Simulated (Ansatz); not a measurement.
Results of PBEsol (Ansatz, a first-principles code, plane waves, PAW) for TaSiO (model structure, started from the ZrSiS type, P4/nmm, No. 129, 6 atoms in the cell).

Run with plane-wave cutoff 520 eV, 18×18×8 k mesh (along the axes of the cell as run), Fermi–Dirac smearing 0.05 eV, scalar-relativistic PAW data made under PBE.

Cell (relaxed at this level):

```cif
data_O2Si2Ta2
_chemical_formula_sum 'Ta2 Si2 O2'
_space_group_name_H-M_alt 'P 1'
_space_group_IT_number 1
_cell_length_a 3.24516
_cell_length_b 3.24516
_cell_length_c 6.91684
_cell_angle_alpha 90.000
_cell_angle_beta 90.000
_cell_angle_gamma 90.000
loop_
_space_group_symop_operation_xyz
  'x, y, z'
loop_
_atom_site_label
_atom_site_type_symbol
_atom_site_fract_x
_atom_site_fract_y
_atom_site_fract_z
_atom_site_occupancy
Ta1 Ta 0.00000 0.50000 0.70435 1
Ta2 Ta 0.50000 0.00000 0.29565 1
Si1 Si 0.00000 0.00000 0.00000 1
Si2 Si 0.50000 0.50000 0.00000 1
O1 O 0.50000 0.00000 0.60280 1
O2 O 0.00000 0.50000 0.39720 1
```

Q: What does this level give for the bulk modulus?

A: 
* **bulk modulus**: 208 GPa

The run finds no gap.

Note: the bulk modulus is −V dP/dV from two relaxed cells at ±2 % in volume; the relaxation could raise the start's symmetry but not lower it, so the cell can be a saddle point.

Spin–orbit coupling is not included; it can open a gap where bands touch, and shift volumes and moduli.

A model structure was made by putting elements into a prototype or built by hand; it is no filed structure, need not be a known phase, and can be a saddle point held by its symmetry.
